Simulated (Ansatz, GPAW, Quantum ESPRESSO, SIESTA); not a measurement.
# GaIr (Pm-3m, 2 atoms in the cell) computed with different codes at matched settings

Relaxation of cell and atoms.

```
GaIr
1.0
    3.02850     0.00000     0.00000
    0.00000     3.02850     0.00000
    0.00000     0.00000     3.02850
Ga Ir
1 1
Direct
  0.00000   0.00000   0.00000
  0.50000   0.50000   0.50000
```

Shared settings, as Ansatz (a program for electronic structure) writes them: kpoints.mp_grid.grid = 9 9 9; scf.occupations.method = gaussian; scf.occupations.width = 0.0073 Ry. Potentials and cutoffs stand in the table.

```
code                                                                                                                                      model  final volume (Å³/atom)       cutoff
----------------  -----------------------------------------------------------------------------------------------------------------------------  ----------------------  -----------
GPAW                                                                                      PBEsol, GPAW PAW datasets PBEsol (made by gpaw-setup)                   13.83       550 eV
SIESTA            GGA PBEsol, numerical atomic orbitals DZP, PseudoDojo PBEsol standard norm-conserving potentials (rewritten from UPF to PSML)                   13.87  grid 300 Ry
Quantum ESPRESSO                                                          PBEsol, PseudoDojo standard norm-conserving (PBESOL) pseudopotentials                   13.78        80 Ry
Ansatz                                                                                                          PBEsol, PAW files made with PBE                   13.77      30.9 Ry
```

On Ansatz's run: spin-orbit coupling is off. Spin polarisation is off.

The spread over the programs that give each value: final volume within 0.10 Å³/atom.

SIESTA uses small atom-centred bases, whose incompleteness enters pressures, forces and empty levels differently from a plane-wave cutoff. The programs treat the finite-basis stress differently while the cell relaxes: Ansatz adds an estimate of it.

The starting cell comes from a database of computed structures (which also holds hypothetical and non-ambient phases and stackings), without a prior relaxation at this level.

Keys are those of Ansatz 0.2.
